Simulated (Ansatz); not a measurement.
## Hypothetical Fm-3m WGe2: pressure series

Consider WGe2 (space group Fm-3m, No. 225; a hypothetical phase, not in the database extracts checked).

```yaml
crystal:
  lattice:
    - [0.00000, 3.03904, 3.03904]
    - [3.03904, 0.00000, 3.03904]
    - [3.03904, 3.03904, 0.00000]
  atoms:
    - { symbol: W, position: [0.00000, 0.00000, 0.00000] }
    - { symbol: Ge, position: [0.25000, 0.25000, 0.25000] }
    - { symbol: Ge, position: [0.75000, 0.75000, 0.75000] }
```

Cell and atoms are relaxed at each pressure.

All numbers come from r2SCAN in Ansatz (plane waves to 500 eV, PAW, no spin-orbit coupling).

Notes on the quantities. enthalpy: H = E + PV relative to the base's energy.

```csv
change,density,enthalpy
base,9.74 g/cm³,–
pressure −2 GPa,9.58 g/cm³,-0.24 eV/atom
pressure −1 GPa,9.66 g/cm³,-0.12 eV/atom
pressure 0.3 GPa,9.76 g/cm³,+0.03 eV/atom
pressure 0.7 GPa,9.79 g/cm³,+0.08 eV/atom
pressure 1.5 GPa,9.85 g/cm³,+0.17 eV/atom
pressure 3 GPa,9.95 g/cm³,+0.35 eV/atom
pressure 5 GPa,10.09 g/cm³,+0.57 eV/atom
pressure 7.5 GPa,10.25 g/cm³,+0.85 eV/atom
pressure 10 GPa,10.41 g/cm³,+1.13 eV/atom
```

Load acts through the strain it causes; cell and atoms are relaxed under it. Stability against distortions was not tested. No other phases were tried under pressure. The final runs are not spin-polarised. WGe2 has a high density of states at the Fermi level and may be magnetic at this level.

Ansatz is a program for electronic structure.
